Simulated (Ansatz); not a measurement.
The decay constant κ of evanescent states in the gap governs leakage through a thin film.

Consider the following.

```xyz
2
Lattice="3.9514 0.0000 0.0000 0.0000 5.5881 0.0000 1.9757 2.7941 1.9757" Properties=species:S:1:pos:R:3 pbc="T T T"
Na     0.0000     0.0000     0.0000
Cl     0.0000     2.7941     0.0000
```

The cell is taken as given.

Transport runs along the normal of the first two printed cell vectors, the (110) plane of the conventional cell.

The gap is the functional's own, uncorrected, and κ follows it; spin-orbit coupling is left out. Mid-gap means the computed energy nearest the middle.

**Question.** Give the band gap and the smallest decay constant κ at mid-gap that r2SCAN in Ansatz (an electronic-structure program) yields.

**Answer.** Gap 6.02 eV on a 16×16×16 mesh; κ = 0.402 1/Å, at the zone centre.
